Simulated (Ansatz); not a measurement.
Base system: W in the bcc (W type) structure (space group Im-3m, No. 229; a = 3.154 Å; relaxed with 0.1 eV smearing). Axes: x, y, z lie along the cube axes.

Method: Kohn–Sham DFT with the PBEsol functional, run in Ansatz (a quantum-chemistry and plane-wave program) with PAW and 420 eV plane waves, spin-orbit coupling left out.

Strains are applied to the cell and any free atomic positions relax.

One change was made to it. Results:

The band gap remains zero; the energy grows by 6.2 meV/atom.

Name the change that was made.
(A) uniaxial strain ε_zz = +1.00 %
(B) uniaxial strain ε_zz = −2.50 %
(C) uniaxial strain ε_zz = +0.50 %
(D) uniaxial strain ε_zz = −1.50 %

D, uniaxial strain ε_zz = −1.50 %. For comparison, the energy relative to the base in the other runs: uniaxial strain ε_zz = −2.50 % gives +18 meV/atom; uniaxial strain ε_zz = +1.00 % gives +2.6 meV/atom; uniaxial strain ε_zz = +0.50 % gives +0.7 meV/atom.

Stability against distortions was not tested. The final runs are not spin-polarised.
